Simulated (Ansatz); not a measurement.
## tetragonal MoSi2 (1 1 0) on Si0.75Ge0.25, ordered (0 0 1), B on 6 of 6 substrate sites at each interface (film strained to the substrate, started from cuts of the bulks and a machine-learned relaxation; slabs Ge12Si42B12 and Mo20Si40, which can lie off the formulas)

A periodic stack without vacuum, tetragonal MoSi2 (1 1 0) on Si0.75Ge0.25, ordered (0 0 1), B on 6 of 6 substrate sites at each interface (film strained to the substrate, started from cuts of the bulks and a machine-learned relaxation; slabs Ge12Si42B12 and Mo20Si40, which can lie off the formulas): substrate slab Ge12Si42B12, film Mo20Si40, surface cells [[-1, 2], [-1, -1]] and [[1, 3], [-2, -1]], film strained by -0.6 and +3.2 %, outermost planes GeSi/GeSi and MoSi/MoSi as cut, which need not be the usual terminations and can put a slab off its formula.

The start was prepared with a machine-learned potential, and the result is one local minimum, with the in-plane cell held and forces under 0.04 eV/Å; the film can end far from its bulk form.

The numbers are results of PBE (plane waves to 420 eV, PAW; Ansatz, an electronic-structure program), not measurements. Spin–orbit coupling is left out; the runs are not spin-polarised; PBE gaps are too small against experiment. Its k-point mesh 2×4×1, Fermi–Dirac width 0.05 eV.

- interface area: 91.8 Å²
- period: 22.83 Å
- heights between the nearest atoms of the two slabs at the two interfaces: 0.90 and 0.93 Å
- B–Si contacts across the interfaces within 1.22 times the sum of covalent radii: 19, mean 2.10 Å
- B–Mo contacts across the interfaces within 1.22 times the sum of covalent radii: 16, mean 2.38 Å
- Mo–Si contacts across the interfaces within 1.22 times the sum of covalent radii: 10, mean 2.76 Å
- Si–Si contacts across the interfaces within 1.22 times the sum of covalent radii: 2, mean 2.61 Å
- estimate of the barrier: withheld, since the Fermi level falls at or inside a band of the host, which a slab this thin can't settle

```
CELL_PARAMETERS angstrom
     12.36879     0.00309     0.26056
     -2.47360     7.42241    -0.17359
      1.94187    -1.66301    22.91083
ATOMIC_POSITIONS crystal
  Ge 0.32133 0.64424 0.14001
  Ge 0.66298 0.35232 0.14659
  Ge 0.00820 0.00804 0.13395
  Si 0.34004 0.16921 0.14891
  Si 0.66874 0.84982 0.13456
  Si 0.00040 0.51171 0.13535
  B  0.50089 0.49916 0.04855
  B  0.81438 0.13842 0.04033
  B  0.25581 0.85040 0.04482
  B  0.22566 0.23488 0.01953
  B  0.41191 0.85155 0.02538
  B  0.83482 0.54795 0.01832
  Si 0.50390 0.29170 0.08810
  Si 0.84634 0.92937 0.07067
  Si 0.17266 0.59000 0.07064
  Si 0.20178 0.07084 0.08153
  Si 0.49884 0.75660 0.08017
  Si 0.82845 0.39255 0.08091
  Ge 0.29583 0.74705 0.38432
  Ge 0.63237 0.39988 0.38012
  Ge 0.96843 0.07927 0.38115
  Si 0.29986 0.24982 0.38294
  Si 0.63348 0.91242 0.38513
  Si 0.96616 0.56581 0.37838
  Si 0.32572 0.43131 0.20517
  Si 0.65449 0.10227 0.20040
  Si 0.98623 0.77119 0.19773
  Si 0.32801 0.92403 0.20172
  Si 0.65817 0.62907 0.20130
  Si 0.99931 0.28073 0.19538
  Ge 0.48525 0.54895 0.26478
  Ge 0.82029 0.21110 0.25743
  Ge 0.14729 0.87093 0.25988
  Si 0.14982 0.37226 0.26029
  Si 0.48253 0.03167 0.26244
  Si 0.81572 0.71734 0.26083
  Si 0.47152 0.29875 0.32081
  Si 0.80609 0.97936 0.32203
  Si 0.14002 0.63363 0.32025
  Si 0.14448 0.14569 0.32087
  Si 0.47588 0.81426 0.32637
  Si 0.80958 0.47999 0.31850
  B  0.28932 0.84712 0.60290
  B  0.65674 0.57068 0.60781
  B  0.91999 0.11625 0.59544
  B  0.23383 0.32431 0.60547
  B  0.68402 0.80675 0.61915
  B  0.94260 0.68162 0.60338
  Si 0.28992 0.51373 0.44556
  Si 0.61991 0.17451 0.44666
  Si 0.96532 0.83342 0.43545
  Si 0.29331 0.02235 0.44423
  Si 0.62427 0.66841 0.44025
  Si 0.95611 0.34452 0.44368
  Ge 0.45353 0.62327 0.50659
  Ge 0.77906 0.24658 0.50785
  Ge 0.11373 0.95213 0.50267
  Si 0.11252 0.45648 0.50385
  Si 0.44562 0.12740 0.50728
  Si 0.79181 0.73997 0.48902
  Si 0.39586 0.37030 0.56583
  Si 0.78053 0.97750 0.55560
  Si 0.10556 0.72325 0.56649
  Si 0.09028 0.21891 0.56237
  Si 0.45113 0.90336 0.56853
  Si 0.79584 0.54067 0.55903
  Mo 0.36998 0.42675 0.67617
  Mo 0.79368 0.64703 0.67090
  Mo 0.17854 0.83183 0.67662
  Mo 0.57566 0.02659 0.66972
  Mo 0.97503 0.23130 0.67702
  Mo 0.16321 0.35857 0.77233
  Mo 0.56542 0.56071 0.76994
  Mo 0.96497 0.76023 0.77203
  Mo 0.36316 0.95876 0.77032
  Mo 0.76404 0.16185 0.77132
  Mo 0.94796 0.28602 0.87233
  Mo 0.35356 0.48623 0.86994
  Mo 0.74771 0.68566 0.87047
  Mo 0.15156 0.88673 0.87139
  Mo 0.55003 0.08621 0.86925
  Mo 0.73648 0.21914 0.96932
  Mo 0.13962 0.41023 0.96727
  Mo 0.53330 0.62275 0.96897
  Mo 0.93152 0.80750 0.96784
  Mo 0.33840 0.01758 0.96804
  Si 0.37859 0.10019 0.67202
  Si 0.77614 0.29844 0.67015
  Si 0.17674 0.49423 0.67037
  Si 0.55156 0.68370 0.67314
  Si 0.98549 0.90306 0.66989
  Si 0.57077 0.36357 0.65848
  Si 0.98160 0.56010 0.67415
  Si 0.37246 0.75870 0.67191
  Si 0.79082 0.97895 0.67627
  Si 0.17600 0.15906 0.67340
  Si 0.16466 0.02581 0.77393
  Si 0.56573 0.22577 0.76660
  Si 0.96213 0.42553 0.77422
  Si 0.36237 0.62445 0.77213
  Si 0.76416 0.82507 0.77146
  Si 0.36450 0.29295 0.77106
  Si 0.76332 0.49604 0.76957
  Si 0.16442 0.69228 0.77297
  Si 0.56503 0.89842 0.76911
  Si 0.96453 0.09380 0.77303
  Si 0.94685 0.95121 0.87253
  Si 0.35110 0.15215 0.87014
  Si 0.74932 0.35356 0.87058
  Si 0.15122 0.55241 0.87175
  Si 0.55094 0.75490 0.86751
  Si 0.15052 0.21931 0.87090
  Si 0.55074 0.42071 0.86945
  Si 0.94880 0.62173 0.87153
  Si 0.35160 0.82430 0.87087
  Si 0.75011 0.02366 0.87235
  Si 0.73455 0.88633 0.97402
  Si 0.11602 0.06210 0.96802
  Si 0.53675 0.27942 0.97757
  Si 0.96025 0.48982 0.96829
  Si 0.32213 0.66623 0.96442
  Si 0.94368 0.15609 0.97406
  Si 0.35497 0.35452 0.96795
  Si 0.71644 0.54589 0.96811
  Si 0.13325 0.75337 0.97532
  Si 0.54808 0.96482 0.96810
```
